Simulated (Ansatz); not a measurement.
Start from ZnF$_{2}$ in the rutile structure (space group P4_2/mnm, No. 136; a = 4.717 Å, c = 3.129 Å).

Level of theory: Kohn–Sham DFT with the PBEsol functional, run in Ansatz (a program for electronic structure) with PAW and 420 eV plane waves, without spin-orbit coupling.

One change was made to it. Results:

| quantity | base | after |
|---|---|---|
| electron mass | 0.40 mₑ along c, 0.44 mₑ across (at Γ) | 0.42 mₑ along c, 0.45 mₑ across (at Γ) |
| band gap | 3.45 eV | 3.61 eV |
| volume per atom | 11.60 Å³ | 10.04 Å³ |

What was done to the base?
A) pressure 22.5 GPa
B) pressure 9 GPa
C) pressure 0.9 GPa
D) pressure 4.5 GPa
E) pressure −1 GPa

A, pressure 22.5 GPa. For comparison, the band gap in the other runs: pressure 9 GPa gives 3.50 eV; pressure 0.9 GPa gives 3.46 eV; pressure −1 GPa gives 3.45 eV; pressure 4.5 GPa gives 3.47 eV.

Load acts through the strain it causes; cell and atoms are relaxed under it. Masses are band curvatures over ±0.01 Å⁻¹ around the edge. Whether these cells are dynamically stable was not tested. No other phases were tried under pressure.
